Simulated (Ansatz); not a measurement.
Consider the following.

```yaml
crystal:
  lattice:
    - [2.56397, 0.00000, 0.00000]
    - [-1.28198, 2.22046, 0.00000]
    - [1.28198, -0.74015, 2.09347]
  atoms:
    - { symbol: B, position: [0.00000, 0.00000, 0.00000] }
    - { symbol: N, position: [0.75000, 0.25000, 0.75000] }
```

Space group of this cell: F-43m, zinc blende. The cell is taken as given; by r2SCAN its mean pressure is -5.2 GPa.

Transport runs along the normal of the first two printed cell vectors, the (111) plane of the conventional cell.

The gap is the functional's own, uncorrected, and κ follows it; spin-orbit coupling is left out. Mid-gap values are interpolated between the computed energies.

Task: Give the band gap and the smallest decay constant κ at mid-gap that Ansatz (an electronic-structure program) with r2SCAN yields.

Result: Gap 4.99 eV on a 14×14×14 mesh; κ = 0.340 1/Å, at the zone centre.
